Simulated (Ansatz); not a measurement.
Consider interstitial Na in beta Ga2O3, charge state +1. The step: several atoms move together, Na the farthest; the atom moves 1.77 Å along (0.05, 0.50, 0.13) of the unit cell; the moving atom starts with neighbours 2 Ga at 2.49; O at 1.99, 2 O at 2.15, 2 O at 2.50 Å and ends with 2 Ga at 2.49; O at 1.99, 2 O at 2.15, 2 O at 2.50 Å. A PBE band in Ansatz (plane-wave PAW, the Γ point alone, 120 host sites, 18 SCF runs with any check of the saddle's order, static, no finite-size correction) gives a forward barrier of 0.28 eV. The saddle point's order was not checked, and it lies on a symmetry element of the cell, where a band can be held. The charge state is imposed; whether it is stable for some Fermi level was not computed. Sites that were not tried may lie lower.

Single points at the band's start and saddle point can refine it. Rough cost of one point, in units of the band's mean SCF on the same machine:

```tsv
Level	Cost of one point
PBE, a 2×2×2 k-point mesh shifted by half a step	about 8
r2SCAN at 500 eV, the Γ point alone	about 2
```

Q: Which of these move the barrier by more than 0.1 eV, and how far does each move it?

A: Not one does. PBE, a 2×2×2 k-point mesh shifted by half a step: +0.01 eV; r2SCAN at 500 eV, the Γ point alone: +0.03 eV. Each functional is compared with PBE at the same k-points.

Ansatz is an electronic-structure program.
